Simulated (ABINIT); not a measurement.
Input and output of a self-consistent single point for Zn2GaCuSe4 (I-42m, 8 atoms in the cell) (ABINIT).

Level of theory: PBEsol, PAW (JTH v2.0 PBE PAW, files made for PBE) (plane waves; ABINIT).

```
Zn2GaCuSe4
1.0
   -2.85330     2.85330     5.68208
    2.85330    -2.85330     5.68208
    2.85330     2.85330    -5.68208
Zn Ga Cu Se
2 1 1 4
Direct
  0.75000   0.25000   0.50000
  0.25000   0.75000   0.50000
  0.50000   0.50000   0.00000
  0.00000   0.00000   0.00000
  0.12590   0.12590   0.49750
  0.87410   0.37160   0.00000
  0.62840   0.62840   0.50250
  0.37160   0.87410   0.00000
```

Reference input (self-consistent single point, DFT, LDA (PW92), plane waves, PAW (JTH v2.0 LDA PAW)): pseudos = [Zn.LDA_PW-JTH.xml, Ga.LDA_PW-JTH.xml, Cu.LDA_PW-JTH.xml, Se.LDA_PW-JTH.xml]; ecut = 816 eV; pawecutdg = 1633 eV; pawxcdev = 0; ixc = 7; occopt = 3; tsmear = 0.02 eV; ngkpt = 3 3 3; nshiftk = 1; shiftk = 0 0 0; potentials = JTH v2.0 LDA PAW; nband = 51. This run's input differs from it in these lines:

```diff
@@ -1,4 +1,4 @@
-# Zn2GaCuSe4, JTH v2.0 LDA PAW
+# Zn2GaCuSe4, JTH v2.0 PBE PAW
 pp_dirpath "./"
-pseudos "Zn.LDA_PW-JTH.xml, Ga.LDA_PW-JTH.xml, Cu.LDA_PW-JTH.xml, Se.LDA_PW-JTH.xml"
+pseudos "Zn.GGA_PBE-JTH.xml, Ga.GGA_PBE-JTH.xml, Cu.GGA_PBE-JTH.xml, Se.GGA_PBE-JTH.xml"
 acell 6.9691188888 6.9691188888 6.9691188888 Angstrom
@@ -25,3 +25,3 @@
 pawxcdev 0
-ixc 7
+ixc -116133
 occopt 3
```

Its files differ too (potentials: JTH v2.0 LDA PAW → JTH v2.0 PBE PAW).

The program printed (abridged):

```
--- !BeginCycle
solver: {iscf: 17, nstep: 50, nline: 4, wfoptalg: 10, }
tolerances: {tolvrs: 1.00E-11, }
...

     iter   Etot(hartree)      deltaE(h)  residm     nres2
 ETOT  1  -424.36946895726    -4.244E+02 3.978E+01 3.621E+02
 ETOT  2  -450.22004469352    -2.585E+01 1.943E+00 8.019E+03
 ETOT  3  -443.94629183410     6.274E+00 1.026E+00 2.911E+02
 ETOT  4  -444.05443083527    -1.081E-01 8.172E-01 8.689E+02
 ETOT  5  -444.16582173302    -1.114E-01 1.413E-01 7.750E+01
   [... 21 lines left out ...]
 ETOT 27  -444.00159666836    -9.550E-12 6.153E-05 1.728E-10
 ETOT 28  -444.00159666837    -1.194E-11 2.057E-05 2.228E-11
 ETOT 29  -444.00159666837    -2.217E-12 5.683E-05 1.643E-11
 ETOT 30  -444.00159666835     2.075E-11 1.977E-05 5.944E-12
 At SCF step   30       nres2   =  5.94E-12 < tolvrs=  1.00E-11 =>converged.

 Cartesian components of stress tensor (hartree/bohr^3)
  sigma(1 1)=  1.09476907E-04  sigma(3 2)=  0.00000000E+00
  sigma(2 2)=  1.09476907E-04  sigma(3 1)=  0.00000000E+00
  sigma(3 3)=  1.12550499E-04  sigma(2 1)=  0.00000000E+00

 ----iterations are completed or convergence reached----

 reduced coordinates (array xred) for    8 atoms
       0.749999999994      0.249999999994      0.500000000000
       0.249999999994      0.749999999994      0.500000000000
       0.499999999994      0.499999999994      0.000000000000
      -0.000000000006     -0.000000000006      0.000000000000
       0.125899999994      0.125899999994      0.497499999994
       0.874099999994      0.371599999988      0.000000000000
   [... lines left out ...]
 Fermi (or HOMO) energy (eV) =   2.37349   Average Vxc (eV)=  -9.36023
   [... lines left out ...]
'-kT*entropy'       : -2.14027919549702E-07
total_energy        : -4.44001596460003E+02
total_energy_eV     : -1.20818978757260E+04
...

-Cartesian components of stress tensor (GPa)         [Pressure= -3.2511E+00 GPa]
- sigma(1 1)=  3.22092126E+00  sigma(3 2)=  0.00000000E+00
- sigma(2 2)=  3.22092126E+00  sigma(3 1)=  0.00000000E+00
- sigma(3 3)=  3.31134945E+00  sigma(2 1)=  0.00000000E+00

 Calculation completed.
```

The run converged in 30 iterations. Against the reference run the pressure goes from -5.42 to -3.25 GPa, the largest force goes from 0.088 to 0.073 eV/Å and the gap on the mesh goes from 0.242 to 0.342 eV.

The starting cell comes from a database of computed structures (which also holds hypothetical and non-ambient phases and stackings), without a prior relaxation at this level. The potentials were made for another functional than the one used. With a pressure of about -3 GPa the cell is away from its equilibrium volume at this level.

Cost on one core of a shared machine: roughly 6 min.
